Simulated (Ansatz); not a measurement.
The starting structures come from a database of crystals and need not be the phases stable at ambient conditions.

 Where the default PAW files enter, the runs use the earlier of Ansatz's two default sets.

The decay constant κ of evanescent states in the gap governs leakage through a thin film.

Here is the system:

```
CELL_PARAMETERS angstrom
      5.36968     0.00000     0.00000
      0.00000     5.48664     0.00000
      0.00000     0.00000     7.71809
ATOMIC_POSITIONS crystal
  Ti 0.00000 0.50000 0.50000
  Ti 0.50000 0.00000 0.50000
  Ti 0.50000 0.00000 0.00000
  Ti 0.00000 0.50000 0.00000
  Cd 0.99137 0.03895 0.75000
  Cd 0.00863 0.96105 0.25000
  Cd 0.49137 0.46105 0.25000
  Cd 0.50863 0.53895 0.75000
  O  0.29888 0.70376 0.45330
  O  0.70112 0.29624 0.54670
  O  0.79888 0.79624 0.54670
  O  0.20112 0.20376 0.45330
  O  0.20112 0.20376 0.04670
  O  0.79888 0.79624 0.95330
  O  0.70112 0.29624 0.95330
  O  0.29888 0.70376 0.04670
  O  0.91056 0.52804 0.25000
  O  0.08944 0.47196 0.75000
  O  0.41056 0.97196 0.75000
  O  0.58944 0.02804 0.25000
```

Space group of this cell: Pnma. The cell is taken as given; by PBEsol its mean pressure is -8.3 GPa.

Transport runs along the normal of the first two printed cell vectors.

The gap is the functional's own. No spin-orbit coupling. Mid-gap values are interpolated on the energy grid.

**Question.** Predict the band gap and the smallest decay constant κ at mid-gap from PBEsol (Ansatz, a first-principles code).

**Answer.** Gap 2.14 eV on a 6×6×4 mesh; κ = 0.218 1/Å, at the zone centre.
